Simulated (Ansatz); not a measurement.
Reference: BN (F-43m), PBEsol, rigid bands (plane waves, PAW, scalar-relativistic; Ansatz, a quantum-chemistry and plane-wave program); geometry: cell and atoms relaxed with PBEsol.

```cif
data_B4N4
_chemical_formula_sum 'B4 N4'
_space_group_name_H-M_alt 'F-43m'
_space_group_IT_number 216
_space_group_name_Hall 'F -4 2 3'
_cell_length_a 3.60510
_cell_length_b 3.60510
_cell_length_c 3.60510
_cell_angle_alpha 90.000
_cell_angle_beta 90.000
_cell_angle_gamma 90.000
loop_
_atom_site_label
_atom_site_type_symbol
_atom_site_symmetry_multiplicity
_atom_site_Wyckoff_symbol
_atom_site_fract_x
_atom_site_fract_y
_atom_site_fract_z
_atom_site_occupancy
B1 B 4 a 0.00000 0.00000 0.00000 1
N1 N 4 c 0.25000 0.25000 0.25000 1
```
(The calculation used a cell of 2 atoms; values per cell refer to that cell.)

* **band gap**: 4.30 eV
* **electron conductivity mass**: 0.39 mₑ
* **hole conductivity mass**: 0.69 mₑ
* **Seebeck coefficient, n-type 1e19 cm⁻³**: -283 μV/K

### Question
Replace N by P on the same sites and relax. What happens?

### Answer
BP (F-43m): volume per atom 5.9 to 11.5 Å³; band gap falls (4.30 eV to 1.11 eV); electron conductivity mass falls (0.39 mₑ to 0.33 mₑ); hole conductivity mass falls (0.69 mₑ to 0.39 mₑ); Seebeck coefficient, n-type 1e19 cm⁻³ rises in size (-283 μV/K to -336 μV/K).

Moves up to 5 % count as about the same. Masses are for dilute carriers at 300 K, harmonic means over directions unless an axis is named. Seebeck coefficients are for the stated density at 300 K, with one relaxation time for all states and whether or not that doping can be reached. Spin-orbit coupling is left out.
